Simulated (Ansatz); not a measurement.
Si (diamond structure), Σ3 (111) [1-10] symmetric tilt. One C atom replaces one Si atom in a bicrystal of 32 atoms (one solute to 26 Å² of one boundary, a high coverage); atoms relaxed, cell held. Energies count from the site farthest from both boundaries, which lies only 5.1 Å away; negative means that the solute is drawn to the site. The cell is neutral, and spin is allowed where the electrons are odd. k-points: Γ-centred 3×6×1 mesh; occupations: Fermi-Dirac, 0.050 eV; spin polarisation not allowed. Spin-orbit coupling is left out.

Sites tried, by distance from the nearest boundary plane (Å): 1.19, 1.19, 1.19, 1.98.

Problem. Does C segregate by PBE run with Ansatz (a quantum-chemistry and plane-wave program), and with what energy at each site?

Solution. 1.19 Å: 0.04 eV; 1.19 Å: 0.04 eV; 1.19 Å: 0.04 eV; 1.98 Å: 0.03 eV. No site tried binds it by more than 0.05 eV.
